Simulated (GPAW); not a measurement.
Checking a run of GPAW on C₃N₄ (P-6m2, 14 atoms in the cell). The aim is a self-consistent single point with DFT PBEsol, plane waves, GPAW PAW datasets PBEsol (made by gpaw-setup).

Cell that was meant: a = 7.1417 Å, b = 7.1416 Å, c = 3.6194 Å, α = 90.00°, β = 90.00°, γ = 120.00°.

Part of the input:

```python
                                [0.000000, 0.000000, 0.000000]],
              pbc=True)

calc = GPAW(mode={'name': 'pw', 'ecut': 150},
            xc='PBEsol',
            kpts=(3, 3, 5),
            occupations={'name': 'methfessel-paxton', 'width': 0.02, 'order': 0},
```

Output (repeated stretches shortened):

```
Input parameters:
  convergence: {bands: -2,
                density: 1e-05,
                energy: 1e-05}
  kpts: [3 3 5]
  maxiter: 150
   [... lines left out ...]
  13 N      0.000000    0.000000    0.000000    ( 0.0000,  0.0000,  0.0000)

Unit cell:
           periodic     x           y           z      points  spacing
  1. axis:    yes    7.141650    0.000000    0.000000    21     0.2945
  2. axis:    yes   -3.570825    6.184850    0.000000    21     0.2945
  3. axis:    yes    0.000000    0.000000    3.619420    12     0.3016

  Lengths:   7.141650   7.141650   3.619420
  Angles:   90.000000  90.000000 120.000001

Effective grid spacing dv^(1/3) = 0.3114
     iter     time        total  log10-change:
                         energy   eigst   dens
iter:   1 --:--:--    57.442750   +0.57
iter:   2 --:--:--    58.146257   -0.78  -0.69
iter:   3 --:--:--    66.064422   -0.82  -0.71
iter:   4 --:--:--    66.797295   -0.95  -0.96
iter:   5 --:--:--    67.571041   -1.14  -1.18
iter:   6 --:--:--    67.781547   -2.19  -1.47
iter:   7 --:--:--    67.467928   -1.39  -1.65
iter:   8 --:--:--    67.828074   -1.61  -1.58
iter:   9 --:--:--    67.874972   -2.52  -2.05
iter:  10 --:--:--    67.885425   -3.32  -2.21
   [... lines left out ...]
iter:  21 --:--:--    67.886543c  -7.57c -4.25
iter:  22 --:--:--    67.886543c  -7.33  -4.31
iter:  23 --:--:--    67.886543c  -7.89c -4.40
iter:  24 --:--:--    67.886543c  -8.79c -4.47
iter:  25 --:--:--    67.886543c  -8.11c -4.48
iter:  26 --:--:--    67.886543c  -8.47c -4.53
iter:  27 --:--:--    67.886543c  -8.93c -4.58
iter:  28 --:--:--    67.886544c  -9.08c -4.62
iter:  29 --:--:--    67.886544c  -8.67c -4.70
iter:  30 --:--:--    67.886544c  -8.65c -4.80
iter:  31 --:--:--    67.886544c  -9.18c -4.89
iter:  32 --:--:--    67.886544c  -9.23c -5.02c
Converged after 32 iterations.

Dipole moment: (-7.258073, 4.190450, -0.000000) |e|*Ang

Energy contributions relative to reference atoms: (reference = -17945.532509)

Kinetic:       -317.684773
Potential:     +453.479859
External:        +0.000000
XC:             -72.656300
Entropy (-ST):   +0.000000
Local:           +4.747758
SIC:             +0.000000
--------------------------
Free energy:    +67.886544
Extrapolated:   +67.886544

Showing only first 2 kpts
 Kpt  Band  Eigenvalues  Occupancy
  0    30      4.62733    2.00000
  0    31      5.05120    2.00000
  0    32      6.35335    0.00000
  0    33      7.91516    0.00000

  1    30      4.35907    2.00000
  1    31      4.40614    2.00000
  1    32      7.22373    0.00000
  1    33      7.36129    0.00000

   [... lines left out ...]
Fermi level: 5.60977
Gap: 1.104 eV
Direct gap: 1.302 eV
   [... lines left out ...]
  9 N     7.65493   -4.34978    0.00000
 10 N     0.06044    8.80425    0.00000
 11 N    -7.65493   -4.34978    0.00000
 12 N     7.59448   -4.45447    0.00000
 13 N     0.00000    0.00000    0.00000

Stress tensor:
     0.344017    -0.000000     0.000000
    -0.000000     0.344017     0.000000
     0.000000     0.000000     0.876901
Stress (GPa, Voigt): [ 55.1176  55.1176 140.4951   0.       0.      -0.    ]
```

Problem. Can these results be used? Check the input.

Solution. The run is not sound. The fault is a basis or grid far too coarse for these potentials. The error of an incomplete plane-wave basis or grid does not cancel at such settings. To fix it, restore the cutoff that the potentials need and check convergence. The run converged in 32 iterations without an error; against the sound input the free energy rises by 13.7 eV/atom, the largest force goes from 0.268 to 8.804 eV/Å and the gap on the mesh goes from 0.832 to 1.104 eV.

An input that runs soundly differs in these lines (not the only fix; some lines may just follow from the change or write a value another way):
```diff
-calc = GPAW(mode={'name': 'pw', 'ecut': 150},
+calc = GPAW(mode={'name': 'pw', 'ecut': 900},
```

With that input, the run converged in 30 iterations: free energy E − TS (from the program's reference atoms) -124.1440 eV; top of the valence band (on the code's own zero) 2.88 eV; gap on the k-point mesh 0.83 eV; largest force (vector length) 0.268 eV/Å (DFT PBEsol, plane waves, GPAW PAW datasets PBEsol (made by gpaw-setup)).

On the sound input: the starting cell comes from a database of computed structures (which also holds hypothetical and non-ambient phases and stackings), without a prior relaxation at this level.
